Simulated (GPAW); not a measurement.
Worked example: self-consistent single point of Sr2H3I (P-3m1, 6 atoms in the cell) in GPAW.

Level of theory: LDA (Perdew-Wang 92), GPAW PAW datasets LDA (gpaw-data 1.0.1) (plane waves; GPAW).

```yaml
crystal:
  lattice:
    - [4.24273, 0.00000, 0.00000]
    - [-2.12136, 3.67431, 0.00000]
    - [0.00000, 0.00000, 7.68275]
  atoms:
    - { symbol: Sr, position: [0.66667, 0.33333, 0.67866] }
    - { symbol: Sr, position: [0.33333, 0.66667, 0.32134] }
    - { symbol: H, position: [0.00000, 0.00000, 0.50000] }
    - { symbol: H, position: [0.66667, 0.33333, 0.35725] }
    - { symbol: H, position: [0.33333, 0.66667, 0.64275] }
    - { symbol: I, position: [0.00000, 0.00000, 0.00000] }
```

Reference input (self-consistent single point, DFT PBEsol, plane waves, GPAW PAW datasets PBEsol (made by gpaw-setup)): mode = pw; ecut = 850 eV; xc = PBEsol; kpts = 6 6 3; mesh shift (steps) = 0 0 0; occupations.name = fermi-dirac; occupations.width = 0.02 eV; nbands = -8; convergence.forces = 0.001 eV/Å; convergence.bands = -6; symmetry.symmorphic = false; symmetry.tolerance = 0.0005. This run's input differs from it in these lines:

```diff
@@ -17,3 +17,3 @@
 calc = GPAW(mode={'name': 'pw', 'ecut': 850},
-            xc='PBEsol',
+            xc='LDA',
             kpts={'size': (6, 6, 3), 'gamma': True},
```

Its files differ too (potentials: GPAW PAW datasets LDA (gpaw-data 1.0.1)).

Log, with long lists cut:

```
     iter     time        total  log10-change:
                         energy   eigst   dens  force
iter:   1 --:--:--   -23.633650   +0.77
iter:   2 --:--:--   -23.356634   -0.09  -1.08
iter:   3 --:--:--   -21.983352   -0.38  -1.11
iter:   4 --:--:--   -21.971023   -1.30  -1.51
iter:   5 --:--:--   -21.916695   -1.56  -1.56
iter:   6 --:--:--   -21.896909   -2.45  -1.86
iter:   7 --:--:--   -21.897013   -2.79  -2.10
iter:   8 --:--:--   -21.897546c  -2.27  -2.18
iter:   9 --:--:--   -21.897118c  -2.61  -2.94
iter:  10 --:--:--   -21.896953c  -2.76  -2.96
iter:  11 --:--:--   -21.896947c  -3.14  -3.69
iter:  12 --:--:--   -21.896947c  -3.79  -4.04c
iter:  13 --:--:--   -21.896947c  -4.28  -4.10c
iter:  14 --:--:--   -21.896948c  -4.82  -4.04c
iter:  15 --:--:--   -21.896947c  -5.13  -4.03c
iter:  16 --:--:--   -21.896947c  -5.83  -4.08c
iter:  17 --:--:--   -21.896947c  -6.72  -4.11c
iter:  18 --:--:--   -21.896946c  -7.00  -4.12c
iter:  19 --:--:--   -21.896946c  -7.34  -4.99c
iter:  20 --:--:--   -21.896946c  -8.08c -5.63c
iter:  21 --:--:--   -21.896946c  -8.51c -5.71c -3.44c
Converged after 21 iterations.

Dipole moment: (-0.000000, -0.000000, -0.000000) |e|*Ang

Energy contributions relative to reference atoms: (reference = -366213.342231)

Kinetic:        +13.884831
Potential:      -12.161458
External:        +0.000000
XC:             -23.118381
Entropy (-ST):   +0.000000
Local:           -0.501939
SIC:             +0.000000
--------------------------
Free energy:    -21.896946
Extrapolated:   -21.896946

Showing only first 2 kpts
 Kpt  Band  Eigenvalues  Occupancy
  0    13      2.29011    2.00000
  0    14      4.65952    2.00000
  0    15      7.36508    0.00000
  0    16      7.45686    0.00000

  1    13      2.27905    2.00000
  1    14      4.74142    2.00000
  1    15      7.22149    0.00000
  1    16      7.27752    0.00000

Fermi level: 5.78793

Gap: 1.915 eV
Transition (v -> c):
   [... lines left out ...]
Direct gap: 2.480 eV
   [... lines left out ...]
  0 Sr   -0.00000    0.00000    0.00449
  1 Sr   -0.00000    0.00000   -0.00449
  2 H    -0.00000    0.00000    0.00000
  3 H    -0.00000   -0.00000    0.03795
  4 H     0.00000    0.00000   -0.03795
  5 I     0.00000    0.00000    0.00000

Stress tensor:
     0.018130    -0.000000     0.000000
    -0.000000     0.018130    -0.000000
     0.000000    -0.000000     0.019264
Stress (GPa, Voigt): [ 2.9047  2.9047  3.0864 -0.      0.     -0.    ]
```

The run converged in 21 iterations. GPAW prints stress with tension positive. Against the reference run the pressure goes from -1.52 to -2.97 GPa, the largest force goes from 0.018 to 0.038 eV/Å and the gap on the mesh goes from 2.038 to 1.915 eV.

The starting cell comes from a database of computed structures (which also holds hypothetical and non-ambient phases and stackings), without a prior relaxation at this level. Spin-orbit coupling is off.

Cost on one core of a shared machine: roughly 70 s.
